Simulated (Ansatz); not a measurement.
**A computed series for GaN: pressure series**

Base system: GaN in the zinc blende structure (space group F-43m, No. 216; a = 4.4982 Å).

Cell and atoms are relaxed at each pressure.

Computed with plane-wave PAW DFT at the r2SCAN level (Ansatz, a first-principles code, 500 eV), no spin-orbit coupling, earlier PAW set.

Candidates:
(a) pressure 10 GPa
(b) pressure 3 GPa
(c) pressure 7.5 GPa
(d) pressure −2 GPa
(e) pressure 0.3 GPa

Before the change:

- Band gap = 2.17 eV

Order them by band gap, highest first.

(a) pressure 10 GPa (2.48 eV), (c) pressure 7.5 GPa (2.41 eV), (b) pressure 3 GPa (2.27 eV), (e) pressure 0.3 GPa (2.18 eV), (d) pressure −2 GPa (2.10 eV)

Load acts through the strain it causes; cell and atoms are relaxed under it. No phonon test of stability was made. Tetrahedral semiconductors of this kind turn to denser phases somewhere between about 1 and 50 GPa; those were not computed, so compressed cells here can lie past the real transition. This is not the structure that GaN has at room temperature and ambient pressure.
